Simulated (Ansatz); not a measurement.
The structure below was relaxed with Ansatz (an electronic-structure program) PBEsol, without spin-orbit coupling, earlier PAW set.

Space group P6₃/mmc (No. 194); a = 4.951 Å, b = 4.951 Å, c = 8.154 Å, α = 90.00°, β = 90.00°, γ = 120.00°

```
atom  site  symmetry       x       y       z
----  ----  --------  ------  ------  ------
Rb      2d      -6m2  0.6667  0.3333  0.2500
```

Problem. Write out a cell with all atoms.

Solution. 
```cif
data_Rb2
_chemical_formula_sum 'Rb2'
_space_group_name_H-M_alt 'P 1'
_space_group_IT_number 1
_cell_length_a 4.95110
_cell_length_b 4.95110
_cell_length_c 8.15425
_cell_angle_alpha 90.000
_cell_angle_beta 90.000
_cell_angle_gamma 120.000
loop_
_space_group_symop_operation_xyz
  'x, y, z'
loop_
_atom_site_label
_atom_site_type_symbol
_atom_site_fract_x
_atom_site_fract_y
_atom_site_fract_z
_atom_site_occupancy
Rb1 Rb 0.33333 0.66667 0.75000 1
Rb2 Rb 0.66667 0.33333 0.25000 1
```
This is the conventional cell.

Stability against distortions was not tested. The cell was made from Y by this change: Y → Rb; the result is a model cell, its experimental status unchecked. This is not the structure that Rb has at room temperature and ambient pressure.
